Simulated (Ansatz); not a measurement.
Amorphous Si24O49K2

A CHGNet melt-quench gave the starting glass, which DFT then relaxed. O atoms were pushed apart under 1.9 Å during the dynamics, to hinder bonds among them. The hot cell started wider than the set density and was brought back towards it in steps. It is the lowest in DFT energy of 2 quenches. It is a model cell: composition and starting density were chosen by hand, and all elements were melted together. No dispersion term was used.

Methods: PBE, scalar-relativistic without spin-orbit coupling (Ansatz, a first-principles code); r2SCAN, scalar-relativistic without spin-orbit coupling (Ansatz); HSE06, scalar-relativistic without spin-orbit coupling (Ansatz). Geometry, pressure, stress and energy are those of the PBE run. Its sampling: a 2×2×2 Γ-centred mesh; Fermi-Dirac width 0.02 eV; no spin polarisation. Other functionals are single points at the zone centre (r2SCAN at 500 eV; exact exchange cut at the cell's faces), free to take moments where seeds were set. At PBE the levels at the filled edge of the gap are localised (band-tail or defect states), and the nearest spread-out levels lie 5.3 eV apart at the zone centre.

```yaml
number_of_atoms_in_the_cell: 75
Density (volume relaxed, without dispersion): 2.17 g/cm^3
volume_per_atom: 15.70 Å³
Pressure on a 2×2×2 Γ-centred mesh: -0.01 GPa
Largest force and stress component on that mesh (the relaxation ran on the zone centre alone): 0.01 eV/Å and 2.8 GPa
Level gap on a 2×2×2 Γ-centred mesh (PBE): 3.65 eV
Level gap at the zone centre (PBE): 3.65 eV
Level gap at the zone centre (r2SCAN): 4.25 eV
Level gap at the zone centre (HSE06): 5.30 eV
```

Cut-offs for bonds: Si-Si 2.60 Å, Si-O 1.90 Å, Si-K 3.45 Å, O-O 1.58 Å, O-K 3.23 Å, K-K 4.47 Å. Two cations that share two anions don't count as bonded, nor two that share one unless they lie closer than Si-Si 2.38 Å, Si-K 3.36 Å, K-K 4.34 Å.

The mean coordination of Si by anions is 4.00 (24 with 4), the mean coordination of O is 2.10 (44 with 2, 5 with 3) and the mean coordination of K by anions comes out as 3.50 (1 with 3, 1 with 4). The mean Si-O bond is 1.639 Å (spread 0.025 Å, 96 counted) and the mean O-K bond comes out as 2.799 Å (spread 0.252 Å, 7 counted).

Its density started from a set value of 2.21 g/cm³. The simulated quench (nominally 480 K/ps over its main leg) is rapid and tends to freeze in more defects than a deposited or slowly cooled glass has. Values belong to this one cell and scatter from quench to quench. The volume was free in the relaxation, at fixed shape. Stress components on the final sampling reach 2.8 GPa.
